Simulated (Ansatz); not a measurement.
The starting structures come from a database of crystals and need not be the phases stable at ambient conditions.

By PBEsol, the system below comes out a metal.

Crystal: BiPt (P6_3/mmc, NiAs type, not sure to be the ambient phase, 4 atoms a cell, 23.0 Å³ an atom, -2 GPa at this level); planes in its conventional cell.

Method: PBEsol (plane waves, PAW; Ansatz, a quantum-chemistry and plane-wave program).

Ballistic conductance counts the channels of both spins, as a mean over 0.1 eV about the Fermi level; spin-orbit coupling is left out.

```csv
plane,area (Å²),G/A (10¹⁵ S/m²)
(100),24.3,0.80
(001),16.6,(withheld)
(110),42.0,(withheld)
```

Q: Fill in the missing entries.

A: 
- (001), G/A (10¹⁵ S/m²): 0.69
- (110), G/A (10¹⁵ S/m²): 0.81
